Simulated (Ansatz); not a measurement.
The reference is GaSb in the zinc blende structure (space group F-43m, No. 216; a = 6.1324 Å). Axes: x, y, z lie along the cube axes.

Calculations: Ansatz (a quantum-chemistry and plane-wave program) r2SCAN, no SOC.

For the base:

- Pressure: 0.01 GPa
- Valence-band top at Γ: 0.00, 0.00, 0.00 eV

Perturbation: biaxial strain +1.50 %, plane normal [001], relaxed out of plane (Cartesian); in-plane vectors clamped, the third vector and the atoms free.

What happens to the pressure?

The pressure (mean of the normal stresses, compression positive) decreases by 0.87 GPa, from 0.01 GPa to -0.86 GPa.

What does the calculation give for the out-of-plane strain after the change?

The out-of-plane strain amounts to -1.28 %.

How does this affect the valence-band top at Γ?

The valence-band top at Γ (three highest levels, from the VBM) changes from 0.00, 0.00, 0.00 eV to 0.00, -0.16, -0.16 eV.

With Sb present, leaving out spin-orbit coupling can change the band edges. The levels and masses belong to the bands next to the band gap. Stability against distortions was not tested.
